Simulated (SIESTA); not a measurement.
Input and output of a self-consistent single point for a (100) slab of ZrB (cut from a parent of space group no. 225; 8 atoms in the cell) (SIESTA).

Method of the run: GGA PBEsol, numerical atomic orbitals TZP, PseudoDojo PBEsol standard norm-conserving potentials (rewritten from UPF to PSML) (SIESTA).

```
ZrB
1.0
    3.47376     0.00000     0.00000
   -3.47376     3.47376     0.00000
    0.00000     0.00000    23.36900
B Zr
4 4
Direct
  0.00000   0.00000   0.44745
  0.00000   0.50000   0.34233
  0.00000   0.00000   0.65767
  0.00000   0.50000   0.55256
  0.00000   0.00000   0.34233
  0.00000   0.50000   0.44745
  0.00000   0.00000   0.55256
  0.00000   0.50000   0.65767
```

Reference input (self-consistent single point, DFT, GGA PBE, numerical atomic orbitals TZP, PseudoDojo PBE standard norm-conserving potentials (rewritten from UPF to PSML)): XC.functional = GGA; XC.authors = PBE; potentials = PseudoDojo PBE standard; PAO.BasisSize = TZP; PAO.EnergyShift = 0.01 Ry; MeshCutoff = 400 Ry; kgrid.MonkhorstPack = 7 7 1; OccupationFunction = MP; OccupationMPOrder = 0; ElectronicTemperature = 0.2 eV; MaxSCFIterations = 150; SCF.Mixer.Method = Pulay. This run's input differs from it in these lines:

```diff
@@ -1,2 +1,2 @@
-# files in the folder: B.psml Zr.psml (PseudoDojo PBE standard)
+# files in the folder: B.psml Zr.psml (PseudoDojo PBEsol standard)
 SystemName  ZrB
@@ -29,3 +29,3 @@
 XC.functional                GGA
-XC.authors                   PBE
+XC.authors                   PBEsol
 PAO.BasisSize                TZP
```

The program printed (abridged):

```
        iscf     Eharris(eV)        E_KS(eV)     FreeEng(eV)     dDmax    Ef(eV) dHmax(eV)
   scf:    1    -5752.835679    -5807.419220    -5807.517999  1.835047 -6.347163 20.028337
   scf:    2    -5583.970691    -5754.289406    -5754.455356  0.162769 -4.359741 44.841830
   scf:    3    -5787.624405    -5819.422877    -5819.505955  0.180006 -5.585036 11.626948
   scf:    4    -5822.723827    -5823.885962    -5824.019746  0.076622 -4.995622  2.564965
   scf:    5    -5823.967952    -5823.945497    -5824.078744  0.002731 -4.997627  2.047348
   [... 9 lines left out ...]
   scf:   15    -5824.102616    -5824.102616    -5824.235017  0.000209 -4.956259  0.001071
   scf:   16    -5824.102619    -5824.102617    -5824.235017  0.000119 -4.956347  0.001075
   scf:   17    -5824.102622    -5824.102620    -5824.235017  0.000184 -4.956530  0.000567
   scf:   18    -5824.102620    -5824.102620    -5824.235017  0.000068 -4.956612  0.000245
SCF Convergence by DM+H criterion
max |DM_out - DM_in|         :     0.0000680940
max |H_out - H_in|      (eV) :     0.0002446571
SCF cycle converged after 18 iterations

Using DM_out to compute the final energy and forces

siesta: E_KS(eV) =            -5824.1026

siesta: E_KS - E_eggbox =     -5824.1026

siesta: Atomic forces (eV/Ang):
     1    0.000000   -0.000000   -0.015903
     2    0.000000   -0.000000    0.459498
     3    0.000000   -0.000000   -0.459196
     4    0.000000   -0.000000    0.015504
     5   -0.000000    0.000000    0.351012
     6    0.000000    0.000000   -0.166502
     7   -0.000000    0.000000    0.165947
     8    0.000000    0.000000   -0.350455
   Tot    0.000000    0.000000   -0.000095
   Max    0.459498
   Res    0.173659    sqrt( Sum f_i^2 / 3N )
   Max    0.459498    constrained

   [... lines left out ...]
siesta: FreeEng =     -5824.235017
   [... lines left out ...]

siesta: Cell volume =        281.994085 Ang**3

siesta: Pressure (static):
siesta:                Solid            Molecule  Units
siesta:          -0.00029656         -0.00022546  Ry/Bohr**3
siesta:          -0.02722926         -0.02070122  eV/Ang**3
siesta:         -43.62608289        -33.16701374  kBar

siesta: Electric dipole (a.u.)  =    0.000000   -0.000000   -0.000004
siesta: Electric dipole (Debye) =    0.000000   -0.000000   -0.000011
```

The run converged in 18 iterations. Against the reference run the largest force goes from 0.363 to 0.459 eV/Å.

The starting cell comes from a database of computed structures (which also holds hypothetical and non-ambient phases and stackings), without a prior relaxation at this level. The slab is cut from that crystal, and its faces are unrelaxed. Spin polarisation is off, though cut faces can carry moments; the slab shows no gap. Values carry the incompleteness of an atom-centred basis.

Cost on one core of a shared machine: roughly 4 min.
